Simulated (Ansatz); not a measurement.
Checking a run of Ansatz (a first-principles code) on Y2Fe2Si2C (C2/m, 7 atoms in the cell). The aim is a self-consistent single point with DFT, PBEsol, plane waves, default PAW files made with PBE.

Cell that was meant: a = 5.6294 Å, b = 5.6294 Å, c = 6.7338 Å, α = 126.54°, β = 126.54°, γ = 40.77°.

Part of the input:

```yaml
# Y2Fe2Si2C
crystal:
  lattice:
    - [2.79239900, -1.03765300, 0.00000000]
    - [2.79239900, 1.03765300, 0.00000000]
    - [-2.26356400, 0.00000000, 2.75205300]
  atoms:
    - { symbol: Y, position: [0.44006000, 0.44006000, 0.70532000] }
    - { symbol: Y, position: [0.55994000, 0.55994000, 0.29468000] }
```

The program printed (abridged):

```
WARN ansatz: RAYON_NUM_THREADS=1 ignored (pool sized by the plan → 1); use --threads N
Pseudopotentials: kind: paw
   [... lines left out ...]
PAW frozen core: C, regenerated for the run's functional, and the local potential with it
Initial density: superposition of atomic densities (neutral atoms: chi_scale 0, normalization atom), corrected by the library's trained network
Initial wavefunctions: pseudopotential atomic-orbital guess
Eigensolver: davidson
Functional: x = pbesol(κ = 0.804, μ = 0.12345679012345678), c = pbesol(β = 0.046)
SCF iter   1: F=—  HF=-18090.172417 eV  |F-HF|=—  |Δ(HF+E_count)|=         —  Δρ=3.73e0  dr2=2.01e3  ethr=1.77e-3  ⟨swp⟩=35.5  Hψ=57456  notcnv=0
all-band conjugate gradients solve this SCF's bands
preconditioner: auto → LDOS
SCF iter   2: F=—  HF=-17899.569581 eV  |F-HF|=—  |Δ(HF+E_count)|=    1.91e2  Δρ=2.67e0  dr2=1.43e3  ethr=1.77e-3  ⟨swp⟩=30.7  Hψ=74510  notcnv=2  defer=438
   [... lines left out ...]
SCF iter   9: F=—  HF=-17419.585687 eV  |F-HF|=—  |Δ(HF+E_count)|=   2.53e-4  Δρ=5.11e-4  dr2=2.03e-5  ethr=2.52e-7  ⟨swp⟩=7.4  Hψ=17388  notcnv=0  defer=138
SCF iter  10: F=—  HF=-17419.585694 eV  |F-HF|=—  |Δ(HF+E_count)|=   6.80e-6  Δρ=6.52e-5  dr2=3.44e-7  ethr=3.07e-8  ⟨swp⟩=5.6  Hψ=12737  notcnv=0  defer=137
SCF iter  11: F=-17419.585695 eV  HF=-17419.585695 eV  |F-HF|=6.90e-9  |Δ(HF+E_count)|=   9.58e-7  Δρ=1.31e-5  dr2=1.11e-8  ethr=1.52e-10  ⟨swp⟩=61.4  Hψ=101480  notcnv=0
SCF 1 converged in 11 iterations: F = -17419.585695 eV  dr2 = 1.11e-8
Free energy (F): -17419.585695 eV
Internal energy: -17419.556339 eV  (E = F + TS)
E sigma→0 (E₀):  -17419.571017 eV
Entropy (-TS):   -0.029355 eV (-4.194 meV/atom)
Fermi energy:    89.685003 eV
--- Forces (eV/Å), atoms counted from 1 ---
  atom   1  Y    -20.45332347     0.00000000   -66.63814605
  atom   2  Y     20.45332347     0.00000000    66.63814605
  atom   3  Fe   -75.68985885     0.00000000   -52.90396032
  atom   4  Fe    75.68985885     0.00000000    52.90396032
  atom   5  Si   -14.94522201     0.00000000    71.75591377
  atom   6  Si    14.94522201     0.00000000   -71.75591377
  atom   7  C      0.00000000     0.00000000     0.00000000
--- Stress (GPa, compression-positive) ---
    10318.713772       0.000000     609.223902
        0.000000    9083.932121       0.000000
      609.223836       0.000000    8796.156904
  P = ⅓ Tr σ = 9399.6009 GPa (93996.009 kbar)
  The stress holds the Pulay correction. Without it, at fixed plane waves, as pw.x and ABINIT print it: P = 9314.2739 GPa
```

Question: Is this run sound? If not, what is wrong?

Answer: The run is not sound. The fault is this: lattice multiplied by the bohr radius once too often. 1 bohr is 0.529 Å, so a mix-up scales every length by 1.89 or 0.529 and the volume by 6.75 or 0.148. To fix it, give the lengths in the unit that the key or card expects. The run converged in 11 iterations without an error; against the sound input the free energy goes up by 80.5 eV/atom, the pressure goes from -4.21 to 9400 GPa and the largest force goes from 0.220 to 92.35 eV/Å.

An input that runs soundly differs in these lines (not the only fix; some lines may just follow from the change or write a value another way):
```diff
-    - [2.79239900, -1.03765300, 0.00000000]
-    - [2.79239900, 1.03765300, 0.00000000]
-    - [-2.26356400, 0.00000000, 2.75205300]
+    - [5.27687000, -1.96088000, 0.00000000]
+    - [5.27687000, 1.96088000, 0.00000000]
+    - [-4.27751600, 0.00000000, 5.20062700]
```

With that input, the run converged in 7 iterations: free energy E − TS (on the zero of these files) -17983.0528 eV; Fermi level (on the code's own zero) 12.91 eV; pressure -4.21 GPa; largest force (vector length) 0.220 eV/Å (DFT, PBEsol, plane waves, default PAW files made with PBE).

On the sound input: the starting cell comes from a database of computed structures (which also holds hypothetical and non-ambient phases and stackings), without a prior relaxation at this level. Spin polarisation is off. With a pressure of about -4 GPa the cell is away from its equilibrium volume at this level. Ansatz's pressure includes its estimate of the finite-basis (Pulay) stress.
